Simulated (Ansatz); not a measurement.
Structure of amorphous Hf18O36Cu (periodic cell):

```
CuHf18O36
1.0
    8.96932     0.15758    -0.44459
    0.15758     8.97042    -0.17803
   -0.44459    -0.17803     8.75037
Hf O Cu
18 36 1
Direct
  0.01005   0.63238   0.47506
  0.03146   0.46673   0.13211
  0.72977   0.89975   0.56040
  0.83701   0.14126   0.25318
  0.43947   0.31470   0.09140
  0.46199   0.99213   0.26963
  0.46393   0.16083   0.66661
  0.08475   0.85449   0.08677
  0.63930   0.97345   0.94445
  0.74199   0.71936   0.19803
  0.18350   0.28812   0.45418
  0.19527   0.46878   0.82166
  0.76902   0.27892   0.82622
  0.22031   0.90023   0.71528
  0.85708   0.64368   0.85243
  0.62333   0.43405   0.43384
  0.36082   0.66595   0.36813
  0.50250   0.63830   0.80541
  0.46807   0.50084   0.25239
  0.80472   0.15547   0.01849
  0.63992   0.28785   0.60031
  0.96555   0.39957   0.86631
  0.48297   0.58739   0.55355
  0.27465   0.67808   0.76476
  0.79103   0.56302   0.40080
  0.55123   0.23409   0.88256
  0.81105   0.52966   0.07425
  0.64255   0.27517   0.26107
  0.68900   0.96288   0.19856
  0.93923   0.73688   0.66714
  0.02947   0.01792   0.22491
  0.21903   0.09136   0.57912
  0.98932   0.69047   0.24189
  0.06583   0.44864   0.59844
  0.98850   0.31300   0.29525
  0.85382   0.05872   0.47554
  0.67160   0.78295   0.75047
  0.57482   0.78097   0.35608
  0.53407   0.01796   0.49898
  0.43102   0.96077   0.78149
  0.32321   0.34425   0.65712
  0.45240   0.08200   0.06644
  0.19051   0.78211   0.49502
  0.21223   0.35044   0.03684
  0.29758   0.83882   0.21611
  0.11958   0.95054   0.89669
  0.84952   0.82586   0.00678
  0.68842   0.49918   0.79449
  0.34805   0.20681   0.32538
  0.08479   0.63276   0.97175
  0.41669   0.48195   0.93101
  0.19152   0.50720   0.34295
  0.72929   0.05394   0.74670
  0.56933   0.75571   0.01175
  0.04041   0.94850   0.44649
```

Methods: PBE, scalar-relativistic without spin-orbit coupling (Ansatz, a first-principles code); r2SCAN, scalar-relativistic without spin-orbit coupling (Ansatz); HSE06, scalar-relativistic without spin-orbit coupling (Ansatz). Neutral PBE cell, which sets geometry, pressure and energy: sampling: a 2×2×2 Γ-centred mesh; Fermi-Dirac width 0.02 eV; collinear spin, started from a total moment of 1 μB. In the spin-polarised cell the level spacing at the Fermi energy can part levels of unlike spin. Exact exchange is cut at the faces of this 9 Å cell, which leaves hybrid gaps a finite-size error.

The cell was made by melting and quenching with the CHGNet potential and then relaxed with DFT. O atoms were pushed apart under 1.9 Å during the dynamics, to hinder bonds among them. The hot cell started wider than the set density and was brought back towards it in steps. It is the lowest in DFT energy of 2 quenches. It is a model cell: composition and starting density were chosen by hand, and all elements were melted together. No dispersion term was used. Its density started from a set value of 9.01 and ended at 9.12 g/cm³. The simulated quench (nominally 300 K/ps over its main leg) is rapid and tends to freeze in more defects than a deposited or slowly cooled glass has. One small periodic cell is one sample of the glass; other quenches scatter about these values. Volume and shape were free in the relaxation.

**Question.** Give the pressure, the energy against reference phases and the spacing of the highest filled and lowest empty levels.

**Answer.** 
```json
{
 "Pressure on a 2×2×2 Γ-centred mesh": "0.03 GPa",
 "Largest force and stress component on that mesh (the relaxation ran on the zone centre alone)": "0.19 eV/Å and 0.1 GPa",
 "Energy relative to HfO2 (P2_1/c) + fcc Cu (lowest mix at this level among the phases computed, not always the ambient ones)": "0.244 eV/atom",
 "Level spacing at the Fermi energy on a 2×2×2 Γ-centred mesh (PBE)": "0.49 eV",
 "Level spacing at the Fermi energy at the zone centre (PBE)": "0.64 eV",
 "Level spacing at the Fermi energy at the zone centre (r2SCAN)": "0.95 eV",
 "Level spacing at the Fermi energy at the zone centre (HSE06)": "1.53 eV",
 "Distance between the nearest levels spread over more than a fifth of the atoms or a third of the atoms of their main element (six at least) (PBE, zone centre)": "0.64 eV",
 "net_moment": "1.00 μB"
}
```

**Question.** At PBE and the zone centre, how localised are the states just below and above the Fermi level (participation number: the atoms over which a state spreads)?

**Answer.** The highest filled state is spread over 12.4 atoms' worth, largest on Hf3, with weights by element (charge in smoothed Voronoi cells) Hf 0.48, O 0.39, Cu 0.13. The lowest empty state is spread over 20.3 atoms' worth, largest on Cu55, with weights by element (charge in smoothed Voronoi cells) Hf 0.48, O 0.42, Cu 0.10.

Bonds are counted up to Hf-Hf 3.34 Å, Hf-O 2.68 Å, Hf-Cu 3.12 Å, O-O 1.58 Å, O-Cu 2.38 Å, Cu-Cu 2.90 Å. Two cations that share two anions don't count as bonded, nor two that share one unless they lie closer than Hf-Hf 3.25 Å, Hf-Cu 3.04 Å, Cu-Cu 2.82 Å.

Added carriers, by PBE, scalar-relativistic without spin-orbit coupling (Ansatz) on the zone centre alone. Charged cells keep the cell fixed and stand in a uniform background, with no image correction, at a width of 0.01 eV; where the count is odd the moment is locked at 1 μB, unless the neutral cell bore moments. Each starts from the undistorted neutral geometry alone. PBE's self-interaction favours spread-out carriers, so it can miss traps that a hybrid finds.

**Question.** What happens at PBE when the cell takes an extra electron and the atoms relax?

**Answer.** Relaxation lowers the charged cell by 0.50 eV. The largest moves are Cu55 0.84 Å, O30 0.68 Å, O36 0.34 Å, O34 0.23 Å. Bonds broken: Hf3-O30, O32-Cu55, O43-Cu55. Made neutral again at that geometry, the cell lies +0.86 eV from the neutral start.

**Question.** What happens at PBE when the cell takes a hole and the atoms relax?

**Answer.** Relaxation lowers the charged cell by 0.63 eV. The largest moves are Cu55 0.69 Å, O36 0.57 Å, O25 0.16 Å, Hf3 0.14 Å. No bond crosses its cut-off with a change of over 0.15 Å (metal-metal contacts aside). Made neutral again at that geometry, the cell lies +0.29 eV from the neutral start.
